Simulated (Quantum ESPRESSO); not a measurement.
**Equation of state of fcc Pt (space group 225): energy against volume (Quantum ESPRESSO, PBE)**

```
Pt
1.0
    0.00000     1.92515     1.92515
    1.92515     0.00000     1.92515
    1.92515     1.92515     0.00000
Pt
1
Direct
  0.00000   0.00000   0.00000
```

Method: PBE, PSlibrary PAW (PBE) pseudopotentials (plane waves; Quantum ESPRESSO). Settings: ecutwfc = 58 Ry; ecutrho = 580 Ry; occupations = smearing; smearing = fermi-dirac; degauss = 0.0036749 Ry; potentials = {Pt: Pt.pbe-n-kjpaw_psl.1.0.0.UPF}; K_POINTS = automatic 25 25 25 0 0 0; conv_thr = 1e-10 Ry. The cell above is the first row's. The rows scale it uniformly. In all rows the k mesh is held. E is the free energy at the stated smearing, counted from the lowest row.

```
V (Å^3/atom)  E (meV/atom)
------------  ------------
14.270              126.41
14.580               74.16
14.890               37.10
15.201               13.43
15.511                1.53
15.821                0.00
16.131                7.57
16.441               23.14
16.752                   ?
```

### Question
Fit E against V with the third-order Birch-Murnaghan form, a cubic in V^(-2/3), and predict the withheld value at V = 16.752.

### Answer
With u = V^(-2/3) - 0.162, the rows have u = 0.007975, 0.005557, 0.003223, 0.000962, -0.001217, -0.003324, -0.005364, -0.007339. Least squares gives E = 6.851 + 5726.62·u + 1120531·u² + 5164002·u³. Residuals (row less fit): 0.003, -0.002, -0.021, 0.028, -0.002, -0.007, -0.007, 0.005; standard error 0.019 (degrees of freedom: 4). Its minimum lies at u = -0.002602, so V0 = (0.159398)^(-3/2) = 15.71. There d²E/du² = 2160000 and d³E/du³ = 3.098e7, so B0 = (4/9) × 15.71^(-7/3) × 2160000 × 0.160218 = 249 GPa (the last factor turns the table's units into GPa), and B0' = 4 + (2/3) × 0.159398 × (3.098e7)/2160000 = 5.5. The program's pressures in the fitted runs (not shown) pass through zero at V = 15.71, 0.01 % from this V0. At the withheld row, u = -0.009259, so E = 6.851 + 5726.62 × (-0.009259) + 1120531 × (-0.009259)² + 5164002 × (-0.009259)³ = 45.791 meV/atom. The calculation gives 45.70 meV/atom, 0.091 meV/atom below the prediction (0.1 % of the range of E in the table). The row lies outside the fitted rows, so this is an extrapolation. From the scatter of the fitted rows alone, a prediction at this place has a standard error of 0.045 meV/atom, so the miss is 2.0 times that.

Carrying the step between the two nearest rows on in a straight line would have given 38.76, off by 6.94; series whose last step already gives the withheld value aren't shown. The scan was laid around a cell of about the measured size, scaled by a guess for this functional. Spin polarisation is off. Spin-orbit coupling is off. Cutoffs and mesh are single choices, not tested for convergence of this quantity. Series with a scatter that would blur these digits, or in which a gap closes, are not shown. Nor are scans whose minimum lies at an end fitted in this form.
